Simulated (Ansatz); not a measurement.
## AlN: element substitutions

The reference is AlN in the wurtzite structure (space group P6_3mc, No. 186).

```cif
data_Al2N2
_chemical_formula_sum 'Al2 N2'
_space_group_name_H-M_alt 'P 1'
_space_group_IT_number 1
_cell_length_a 3.11382
_cell_length_b 3.11382
_cell_length_c 4.98358
_cell_angle_alpha 90.000
_cell_angle_beta 90.000
_cell_angle_gamma 120.000
loop_
_space_group_symop_operation_xyz
  'x, y, z'
loop_
_atom_site_label
_atom_site_type_symbol
_atom_site_fract_x
_atom_site_fract_y
_atom_site_fract_z
_atom_site_occupancy
Al1 Al 0.33333 0.66667 0.99641 1
Al2 Al 0.66667 0.33333 0.49641 1
N1 N 0.33333 0.66667 0.37839 1
N2 N 0.66667 0.33333 0.87839 1
```

Each row replaces one element on all its sites; cell and atoms are relaxed.

All numbers come from PBEsol (Ansatz, an electronic-structure program), without spin-orbit coupling.

For the base:

- Lattice parameter a: 3.114 Å

Question: The aim is a lattice parameter a between 2.406 Å and 2.646 Å. Which of these changes reaches it?
A. Al → B
B. Al → Ga
C. N → P

Answer: A, Al → B. It gives 2.541 Å; N → P gives 3.861 Å; Al → Ga gives 3.183 Å. Changes not listed may reach it too

Whether these cells are dynamically stable was not tested. For AlP in this form, whether it has been made was not checked. This is not the structure that AlP has at room temperature and ambient pressure.
